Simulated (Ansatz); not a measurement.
Start from GaN in the wurtzite structure (space group P6_3mc, No. 186).

```yaml
crystal:
  lattice:
    - [3.18312, 0.00000, 0.00000]
    - [-1.59156, 2.75667, 0.00000]
    - [0.00000, 0.00000, 5.18363]
  atoms:
    - { symbol: Ga, position: [0.66667, 0.33333, 0.00099] }
    - { symbol: Ga, position: [0.33333, 0.66667, 0.50099] }
    - { symbol: N, position: [0.66667, 0.33333, 0.62421] }
    - { symbol: N, position: [0.33333, 0.66667, 0.12421] }
```

Calculations: DFT with r2SCAN, PAW potentials and a 500 eV plane-wave cutoff in Ansatz (a quantum-chemistry and plane-wave program), no spin-orbit coupling.

For the base:

| Item | Value |
|---|---|
| Electron mass | 0.17 mₑ along c, 0.19 mₑ across (at Γ) |
| Width of the top valence band | 2.85 eV |
| Band gap | 2.35 eV |

It is then changed as follows: every lattice vector is shortened by 0.69 %; the atoms relax in the strained cell.

Q: What happens to the electron mass, width of the top valence band and band gap?

A: The electron mass changes from 0.17 mₑ along c, 0.19 mₑ across (at Γ) to 0.18 mₑ along c, 0.20 mₑ across (at Γ); the width of the top valence band increases by 0.07 eV, from 2.85 eV to 2.92 eV; the band gap grows by 0.15 eV to 2.50 eV.

Masses are band curvatures over ±0.01 Å⁻¹ around the edge. Whether these cells are dynamically stable was not tested.
